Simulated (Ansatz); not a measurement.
Results of LDA in Ansatz (PAW) for MgCO₃ (R-3c, No. 167).

Run with plane-wave cutoff 500 eV, 10×10×10 k mesh, Fermi–Dirac smearing 0.05 eV, scalar-relativistic PAW data made under PBE.

Computed at the level's own relaxed cell.

Estimate the volume per atom, lattice constant a, lattice parameter c and band gap that the calculation returns.


- volume per atom = 8.91 Å³/atom
- lattice constant a = 4.598 Å
- lattice parameter c = 14.595 Å
- band gap = 5.03 eV (on the SCF k mesh)

Static lattice: no zero-point or thermal effects.

Ansatz is a quantum-chemistry and plane-wave program.
